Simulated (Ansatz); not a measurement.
Base system: ZnSe in the zinc blende structure (space group F-43m, No. 216).

```
ZnSe
1.0
    0.00000     2.83278     2.83278
    2.83278     0.00000     2.83278
    2.83278     2.83278     0.00000
Zn Se
1 1
Direct
  0.00000   0.00000   0.00000
  0.25000   0.25000   0.25000
```

Cartesian axes are those of the cell as printed.

Level of theory: r2SCAN (Ansatz, a quantum-chemistry and plane-wave program; PAW; 500 eV plane waves; no spin-orbit coupling).

Before the change:

The band gap is 1.87 eV, the pressure comes out as -0.01 GPa and the electron mass is 0.12 mₑ (at Γ).

One thing is altered: compressive biaxial strain of 1.50 % in the plane normal to [001], as in epitaxy on a mismatched substrate; the out-of-plane cell vector and the atoms relax.

Q: Predict the new band gap, pressure and electron mass.

A: The band gap hardly moves (1.87 eV against 1.88 eV); the pressure (mean of the normal stresses, compression positive) increases by 0.862 GPa, from -0.01 GPa to 0.86 GPa; the electron mass goes from 0.12 mₑ (at Γ) to 0.13 mₑ (at Γ).

Effective masses come from finite differences of ±0.01 Å⁻¹. Whether these cells are dynamically stable was not tested.
